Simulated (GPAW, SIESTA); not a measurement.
A SIESTA input for a self-consistent single point of ZrRh₃ (P1, 4 atoms in the cell) (DFT, LDA PW92, numerical atomic orbitals DZP, PseudoDojo LDA standard norm-conserving potentials (rewritten from UPF to PSML)):

```
# files in the folder: Zr.psml Rh.psml (PseudoDojo LDA standard)
SystemName  ZrRh3
SystemLabel zrrh3

NumberOfAtoms                4
NumberOfSpecies              2
%block ChemicalSpeciesLabel
  1 40 Zr
  2 45 Rh
%endblock ChemicalSpeciesLabel
LatticeConstant              1.0 Bohr
%block LatticeVectors
     7.434390444    0.000000000    0.000000000
     0.000000000    7.434390444    0.000000000
     0.000000000    0.000000000    7.434390444
%endblock LatticeVectors
AtomicCoordinatesFormat      Ang
%block AtomicCoordinatesAndAtomicSpecies
    -0.000676667    0.027428615    0.037456661  1
     1.989691869    1.920762328   -0.001227442  2
     0.010866012    2.005735170    1.985159774  2
     1.934224852   -0.019816112    1.912717073  2
%endblock AtomicCoordinatesAndAtomicSpecies

XC.functional                LDA
XC.authors                   PW92
PAO.BasisSize                DZP
PAO.EnergyShift              0.005 Ry
MeshCutoff                   300 Ry
%block kgrid.MonkhorstPack
    6   0   0  0.0
    0   6   0  0.0
    0   0   6  0.0
%endblock kgrid.MonkhorstPack
OccupationFunction           FD
ElectronicTemperature        580.23 K

MaxSCFIterations             150
SCF.Mixer.Method             Pulay
SCF.Mixer.Weight             0.1
SCF.Mixer.History            6
SCF.DM.Tolerance             1.0E-05
Diag.ParallelOverK           true
WriteForces                  true
```

Q: Give the GPAW input for the same structure, mesh, smearing and functional.

A: One input that does it (others would too):

```python
from ase import Atoms
from ase.units import GPa
from gpaw import GPAW

atoms = Atoms(['Zr', 'Rh', 'Rh', 'Rh'],
              cell=[[3.934110, 0.000000, 0.000000],
                    [0.000000, 3.934110, 0.000000],
                    [0.000000, 0.000000, 3.934110]],
              scaled_positions=[[-0.000172, 0.006972, 0.009521],
                                [0.505754, 0.488233, -0.000312],
                                [0.002762, 0.509832, 0.504602],
                                [0.491655, -0.005037, 0.486188]],
              pbc=True)

calc = GPAW(mode={'name': 'pw', 'ecut': 600},
            xc='LDA',
            kpts={'size': (6, 6, 6), 'gamma': True},
            occupations={'name': 'fermi-dirac', 'width': 0.05},
            nbands=-12,
            symmetry={'symmorphic': False, 'tolerance': 0.0005},
            maxiter=150)

atoms.calc = calc

energy = atoms.get_potential_energy()
print('Energy (eV):', round(energy, 6))
forces = atoms.get_forces()
print('Forces (eV/Ang):')
print(forces.round(5))
stress = atoms.get_stress()
print('Stress (GPa, Voigt):', (stress / GPa).round(4))
```

Basis, cutoffs, solver keys and any potentials are the target program's own. This input uses DFT LDA (Perdew-Wang 92), plane waves, GPAW PAW datasets LDA (gpaw-data 1.0.1). LDA parametrisations can differ slightly between programs.

The starting cell comes from a database of computed structures (which also holds hypothetical and non-ambient phases and stackings), without a prior relaxation at this level. For this run, on top of that: atoms moved at random.
